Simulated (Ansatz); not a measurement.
# Response to strain in SiC

Base system: SiC in the zinc blende structure (space group F-43m, No. 216).

SiC is modelled in the cubic space group F-43m (No. 216), the zinc blende structure, Pearson symbol cF8. Cell: a = 4.3563 Å, b = 4.3563 Å, c = 4.3563 Å, α = 90.00°, β = 90.00°, γ = 90.00°. Si on 4a has 4 C at 1.886 Å (tetrahedral). C on 4d is coordinated by 4 Si at 1.886 Å (tetrahedral). (Neighbours: up to the widest gap in distance over summed covalent radii, below 1.35, at either atom.)
(The calculation used a cell of 2 atoms; values per cell refer to that cell.)

Strains are applied to the cell and any free atomic positions relax.

Computed with r2SCAN (Ansatz, a program for electronic structure, PAW, no SOC).

Notes on the quantities. energy relative to the base: free energy F.

```csv
variant,electron mass,smallest direct gap,pressure,energy relative to the base
base,"0.64 mₑ along k, 0.23 mₑ across (at X)",5.05 eV,0.0 kbar,0 meV/atom
isotropic strain +0.50 %,"0.65 mₑ along k, 0.23 mₑ across (at X)",5.03 eV,-33.0 kbar,+1.6 meV/atom
isotropic strain +1.00 %,"0.65 mₑ along k, 0.23 mₑ across (at X)",5.01 eV,[?],[?]
isotropic strain +1.50 %,"0.66 mₑ along k, 0.23 mₑ across (at X)",4.99 eV,-93.1 kbar,+14 meV/atom
isotropic strain +2.00 %,"0.66 mₑ along k, 0.23 mₑ across (at X)",4.97 eV,-120.2 kbar,+25 meV/atom
isotropic strain +2.50 %,"0.67 mₑ along k, 0.23 mₑ across (at X)",4.95 eV,[?],+38 meV/atom
isotropic strain +3.00 %,"0.67 mₑ along k, 0.23 mₑ across (at X)",[?],-169.4 kbar,+54 meV/atom
```

Q: Some entries are withheld; estimate them.

A: 
- isotropic strain +1.00 %, pressure: -64.0 kbar
- isotropic strain +1.00 %, energy relative to the base: +6.4 meV/atom
- isotropic strain +2.50 %, pressure: -145.6 kbar
- isotropic strain +3.00 %, smallest direct gap: 4.93 eV

Effective masses come from finite differences of ±0.01 Å⁻¹. Along k means along the line from Γ to the band edge. No phonon test of stability was made.
